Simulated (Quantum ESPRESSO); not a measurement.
Quantum ESPRESSO run on TiGe2 (Fddd, 6 atoms in the cell): zone-centre phonon calculation.

Method of the run: LDA (PZ), PSlibrary ultrasoft (LDA) pseudopotentials (plane waves; Quantum ESPRESSO).

```
CELL_PARAMETERS angstrom
      0.00000     4.32191     4.39274
      2.51979     0.00000     4.39274
      2.51979     4.32191     0.00000
ATOMIC_POSITIONS crystal
  Ti 0.75000 0.75000 0.75000
  Ti 0.50000 0.50000 0.50000
  Ge 0.08263 0.41737 0.08263
  Ge 0.41737 0.08263 0.41737
  Ge 0.16737 0.83263 0.16737
  Ge 0.83263 0.16737 0.83263
```

Reference input (self-consistent single point, DFT, LDA (PZ), plane waves, PSlibrary ultrasoft (LDA) pseudopotentials): ecutwfc = 60 Ry; ecutrho = 660 Ry; occupations = smearing; smearing = gaussian; degauss = 0.0073499 Ry; potentials = {Ti: Ti.pz-spn-rrkjus_psl.1.0.0.UPF, Ge: Ge.pz-n-rrkjus_psl.1.0.0.UPF}; K_POINTS = automatic 4 4 4 0 0 0; conv_thr = 1e-11 Ry; mixing_beta = 0.7. This run's input differs from it in these lines:

```diff
@@ -12,4 +12,4 @@
    ntyp = 2
-   ecutwfc = 60
-   ecutrho = 660
+   ecutwfc = 90
+   ecutrho = 990
    occupations = 'smearing'
```

Step 2 (ph.x):

```fortran
phonons at the zone centre
&inputph
   prefix = 'tige2'
   outdir = './work'
   tr2_ph = 1.0d-14
   fildyn = 'dyn.G'
/
0.0 0.0 0.0
```

Output, abridged:

Output of step 1:

```
     Self-consistent Calculation

     iteration #  1     ecut=    90.00 Ry     beta= 0.70

     Threshold (ethr) on eigenvalues was too large:
     Diagonalizing with lowered threshold

     total energy              =    -287.14454803 Ry
     estimated scf accuracy    <       0.08257185 Ry

     iteration #  2     ecut=    90.00 Ry     beta= 0.70

     total energy              =    -287.13935210 Ry
     estimated scf accuracy    <       0.08995090 Ry

     iteration #  3     ecut=    90.00 Ry     beta= 0.70

     total energy              =    -287.16085359 Ry
     estimated scf accuracy    <       0.03818501 Ry

   [... 12 blocks of this kind left out ...]

     iteration # 16     ecut=    90.00 Ry     beta= 0.70
     c_bands:  1 eigenvalues not converged

     total energy              =    -287.16693701 Ry
     estimated scf accuracy    <          4.6E-11 Ry

     iteration # 17     ecut=    90.00 Ry     beta= 0.70
     End of self-consistent calculation

     the Fermi energy is    10.9514 ev

!    total energy              =    -287.16693701 Ry
     estimated scf accuracy    <          1.0E-12 Ry
     smearing contrib. (-TS)   =      -0.00046203 Ry
     internal energy E=F+TS    =    -287.16647498 Ry

     convergence has been achieved in  17 iterations

     Forces acting on atoms (cartesian axes, Ry/au):

     atom    1 type  1   force =    -0.00000000   -0.00000000    0.00000000
     atom    2 type  1   force =     0.00000000    0.00000000   -0.00000000
     atom    3 type  2   force =     0.00000000   -0.00540428    0.00000000
     atom    4 type  2   force =     0.00000000    0.00540428   -0.00000000
     atom    5 type  2   force =     0.00000000    0.00540428    0.00000000
     atom    6 type  2   force =     0.00000000   -0.00540428    0.00000000

     Total force =     0.010809     Total SCF correction =     0.000000

          total   stress  (Ry/bohr**3)                   (kbar)     P=      -61.52
  -0.00041755   0.00000000   0.00000000          -61.42        0.00        0.00
   0.00000000  -0.00036800  -0.00000000            0.00      -54.13       -0.00
   0.00000000  -0.00000000  -0.00046906            0.00       -0.00      -69.00

   JOB DONE.
```

Output of step 2:

```
     Reading xml data from directory:

     ./work/tige2.save/
     file Ti.pz-spn-rrkjus_psl.1.0.0.UPF: wavefunction(s)  3S 3D renormalized

     G-vector sticks info
     --------------------
     sticks:   dense  smooth     PW     G-vecs:    dense   smooth      PW
     Sum        6897    2509    723               339573    74491   11531

     Reading collected, re-writing distributed wavefunctions in ./work/

     Number and degeneracy of irreps per q-point
       N         xq(1)         xq(2)         xq(3)   N irreps
       1   0.000000000   0.000000000   0.000000000      18
     No degeneracy

     Calculation of q =    0.0000000   0.0000000   0.0000000
     warning: symmetry operation #  2 not compatible with FFT grid.
   0   1  -1
   1   0  -1
   0   0  -1
     warning: symmetry operation #  3 not compatible with FFT grid.
   0  -1   1
   0  -1   0
   1  -1   0
     warning: symmetry operation #  4 not compatible with FFT grid.
  -1   0   0
  -1   0   1
  -1   1   0
     warning: symmetry operation #  6 not compatible with FFT grid.
   0  -1   1
  -1   0   1
   0   0   1
     warning: symmetry operation #  7 not compatible with FFT grid.
   0   1  -1
   0   1   0
  -1   1   0
     warning: symmetry operation #  8 not compatible with FFT grid.
   1   0   0
   1   0  -1
   1  -1   0

 %%%%%%%%%%%%%%%%%%%%%%%%%%%%%%%%%%%%%%%%%%%%%%%%%%%%%%%%%%%%%%%%%%%%%%%%%%%%%%
     Error in routine phq_setup (1):
     FFT grid incompatible with symmetry
 %%%%%%%%%%%%%%%%%%%%%%%%%%%%%%%%%%%%%%%%%%%%%%%%%%%%%%%%%%%%%%%%%%%%%%%%%%%%%%

     stopping ...
```

The program stopped in the step ph.x before computing anything there.  The full log also holds: “c_bands:  1 eigenvalues not converged”.

The starting cell comes from a database of computed structures (which also holds hypothetical and non-ambient phases and stackings), without a prior relaxation at this level. Its lattice was rescaled by up to half a per cent.
